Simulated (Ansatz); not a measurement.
**CdI2: stress against strain**

CdI2 (1T layered, P-3m1, 35.443 Å³/atom at rest, c along z) under a strain ε along c (axis z), the other axes held. PBE-D3(BJ) in Ansatz, a plane-wave DFT program (PAW, default set), 420 eV, 9×9×5 Γ-centred mesh, Fermi-Dirac smearing 0.05 eV; ions are relaxed within the symmetry of each cell. Stress is positive for a compressed cell.

Here s stands for strain and y for stress zz.

```csv
strain (%),stress zz (GPa)
-3.00,?
-1.50,0.35
-1.00,0.23
-0.50,0.11
0.00,0.00
0.50,-0.10
1.00,-0.20
1.50,-0.29
```

The 7 complete rows are fitted with a straight line, y against s. Means: s 0, y 0.014. About the means, the sum of products is -1.4950 and the sum of squares of s is 7.0000; the slope is their ratio. Least squares gives y = 0.014 - 0.2136·s. Residuals (row less fit): 0.016, 0.002, -0.011, -0.014, -0.007, 0.000, 0.016; standard error 0.013 (degrees of freedom: 5). The slope gives the elastic constant C33 = 21 ± 0.5 GPa.

**Question.** Predict the withheld y at s = -3.00 from the fit, and compare with the calculation.

**Answer.** y = 0.014 - 0.2136 × (-3.0) = 0.655 GPa. The calculation gives 0.79 GPa, 0.135 GPa above the prediction (12.5 % of the range of y in the table). The row lies outside the fitted rows, so this is an extrapolation. From the scatter of the fitted rows alone, a prediction at this place has a standard error of 0.021 GPa, so the miss is 6.4 times that.

One order more, fitted to all 13 runs of the series, follows each within 0.01, so the miss is the next term of a smooth law. Rows are the converged runs of the series near zero and its far end; series whose fitted rows scatter by over a few per cent of the range, as at a crossing or softening among them, aren't shown in this form. Most that stay on the fit to the last digits aren't either.
